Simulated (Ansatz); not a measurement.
Convergence study of the k-point mesh for a (001) slab of Au (cut from a parent of space group no. 2; 4 atoms in the cell)

```yaml
crystal:
  lattice:
    - [2.82957, 0.00000, 0.00000]
    - [-0.01302, 2.83428, 0.00000]
    - [0.00000, 0.00000, 21.18478]
  atoms:
    - { symbol: Au, position: [0.22016, 0.18824, 0.43598] }
    - { symbol: Au, position: [0.74939, 0.71010, 0.33043] }
    - { symbol: Au, position: [0.81407, 0.76791, 0.66957] }
    - { symbol: Au, position: [0.34330, 0.28977, 0.56402] }
```

Computed with LDA (PW92), default PAW files made with PBE (plane waves; Ansatz, a first-principles code).

Base settings: basis.ecutwfc = 420 eV; kpoints.mp_grid.grid = 11 11 1; hamiltonian.xc = lda; hamiltonian.pseudopotentials = {kind: paw} (the program's default PAW files); scf.occupations.method = gaussian; scf.occupations.width = 0.1 eV.

Only quantities that move along the ladder and can be compared are tabulated.

The count of work is k-points × plane waves × bands × iterations; it is no time. Core times come from one kind of shared machine, to one figure; runs under 30 s give none.

The starting cell comes from a database of computed structures (which also holds hypothetical and non-ambient phases and stackings), without a prior relaxation at this level. The slab is cut from that crystal, and its faces are unrelaxed. Its lattice was rescaled by up to half a per cent.

Steps (kpoints.mp_grid.grid): 2 2 1; 3 3 1; 4 4 1; 5 5 1; 6 6 1; 7 7 1; 8 8 1; 10 10 1; 11 11 1; 12 12 1; 14 13 1; 16 16 1; 19 18 1; 22 22 1; 25 25 1; 30 30 1.

### Question
What is the coarsest kpoints.mp_grid.grid that holds the free energy within 1 meV/atom of the last step, with all finer ones?

### Answer
14 13 1, at 0.20 of the last step's count of work and about 0.2 of the last step's time; the step before is off by 3.9 meV/atom.

### Question
What is the coarsest kpoints.mp_grid.grid that holds the forces within 0.02 eV/Å?

### Answer
Not settled: the last two steps still differ by 0.011 eV/Å, over half the tolerance, so the ladder does not show it.

```csv
kpoints.mp_grid.grid,free energy less the last step's (meV/atom),largest difference of a force vector from the last step's (eV/Å),count of work / last,core time / last (rough)
2 2 1,1440.50,0.157,0.014,–
3 3 1,108.34,0.611,0.017,–
4 4 1,-3.74,0.383,0.028,–
5 5 1,47.16,0.222,0.033,–
6 6 1,-27.70,0.192,0.051,–
7 7 1,23.41,0.136,0.063,–
8 8 1,-11.27,0.060,0.075,–
10 10 1,-7.50,0.007,0.13,–
11 11 1,2.25,0.030,0.15,–
12 12 1,-3.92,0.004,0.19,–
14 13 1,0.93,0.018,0.20,0.2
16 16 1,0.34,0.013,0.29,0.3
19 18 1,0.37,0.007,0.38,0.4
22 22 1,0.33,0.017,0.54,0.6
25 25 1,0.30,0.011,0.69,0.7
30 30 1,0.00,0.000,1.0,1
```

Keys are those of Ansatz 0.2.
